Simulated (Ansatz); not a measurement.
Consider the following.

```
CELL_PARAMETERS angstrom
      0.00000     2.66771     2.66771
      2.66771     0.00000     2.66771
      2.66771     2.66771     0.00000
ATOMIC_POSITIONS crystal
  Si 0.00000 0.00000 0.00000
  Si 0.25000 0.25000 0.25000
```

No spin polarisation.

All numbers come from r2SCAN, PAW, 500 eV (Ansatz, a quantum-chemistry and plane-wave program; spin-orbit coupling left out). Settings: 10×10×10 k-points, 0.05 eV Fermi–Dirac smearing.

Predict the band gap and gap character.

The band gap is 0.66 eV. The gap character comes out as indirect, Γ → Γ–X (87 % along).

The cells carry an imposed strain or load. Whether these cells are dynamically stable was not tested. The cell was made from Si in the diamond structure (space group Fd-3m, No. 227) by this change: isotropic strain −2.00 %.
